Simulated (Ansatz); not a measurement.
**A computed series for BaO: pressure series**

The parent structure is BaO in the rock salt structure (space group Fm-3m, No. 225; a = 5.573 Å).

Cell and atoms are relaxed at each pressure.

Computed with Ansatz (a quantum-chemistry and plane-wave program) PBE, scalar-relativistic without spin-orbit coupling.

For the base:

```
Item        Value
--------  -------
Band gap  2.10 eV
```

Task: The aim is a band gap between 1.44 eV and 1.56 eV. Which of these changes reaches it?
A. pressure −2 GPa
B. pressure 15 GPa
C. pressure 30 GPa

Result: B, pressure 15 GPa. It gives 1.49 eV; pressure −2 GPa gives 2.19 eV; pressure 30 GPa gives 0.96 eV. Changes not listed may reach it too

Load acts through the strain it causes; cell and atoms are relaxed under it. Whether these cells are dynamically stable was not tested. No other phases were tried under pressure.
